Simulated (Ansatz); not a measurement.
Ir, response to strain

Take Ir in the fcc (Cu type) structure (space group Fm-3m, No. 225; a = 3.872 Å; relaxed with 0.1 eV smearing) as the base.

Strains are applied to the cell and any free atomic positions relax.

All numbers come from PBE, PAW, 420 eV (Ansatz, a quantum-chemistry and plane-wave program; without spin-orbit coupling).

Notes on the quantities. energy relative to the base: free energy F.

| variant | energy relative to the base | pressure | shortest interatomic distance |
|---|---|---|---|
| base | 0 meV/atom | 0.0 GPa | 2.738 Å |
| isotropic strain −3.00 % | +144 meV/atom | ? | 2.655 Å |
| isotropic strain −1.50 % | ? | 17.6 GPa | 2.697 Å |
| isotropic strain −1.00 % | +15 meV/atom | 11.3 GPa | 2.710 Å |
| isotropic strain −0.50 % | +3.6 meV/atom | 5.4 GPa | 2.724 Å |
| isotropic strain +1.00 % | +14 meV/atom | -9.6 GPa | 2.765 Å |
| isotropic strain +1.50 % | +30 meV/atom | -13.8 GPa | 2.779 Å |
| isotropic strain +2.00 % | +52 meV/atom | -17.7 GPa | 2.792 Å |
| isotropic strain +2.50 % | ? | -21.2 GPa | 2.806 Å |
| isotropic strain +3.00 % | ? | -24.4 GPa | 2.820 Å |

Question: Complete the table.

Answer: 
- isotropic strain −3.00 %, pressure: 39.9 GPa
- isotropic strain −1.50 %, energy relative to the base: +34 meV/atom
- isotropic strain +2.50 %, energy relative to the base: +80 meV/atom
- isotropic strain +3.00 %, energy relative to the base: +112 meV/atom

No phonon test of stability was made. All final runs are without spin polarisation.
